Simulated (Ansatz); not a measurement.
System: pyrite PtAs₂. Method: B3LYP (VWN-RPA form) in Ansatz (plane waves, PAW).

Numerical settings: plane-wave cutoff 460 eV, 4×4×4 k mesh, Fermi–Dirac smearing 0.01 eV, scalar-relativistic PAW data made under PBE.

Cell (measured lattice):

PtAs₂ has the cubic space group Pa-3 (No. 205), Pearson symbol cP12. Cell: a = b = c = 5.967 Å, α = β = γ = 90.00°. As on 8c sees 1 As at 2.418 Å and 3 Pt at 2.490 Å (tetrahedral). Pt on 4a is surrounded by 6 As at 2.490 Å (octahedral). (Neighbours: up to the widest gap in distance over summed covalent radii, below 1.35, at either atom; cation-cation and far metal-metal contacts left out.)

**Question.** Give the computed band gap, smallest direct gap on the k points sampled and direct gap at Γ.

**Answer.** 
- band gap = 0.97 eV
- smallest direct gap on the k points sampled = 1.82 eV
- direct gap at Γ = 2.42 eV

Note: cell and atoms aren't relaxed at this level (pressure 9.4 GPa).

Spin–orbit coupling is not included; with these elements it can move the gap by several tenths of an eV or more.

Ansatz is an electronic-structure program.
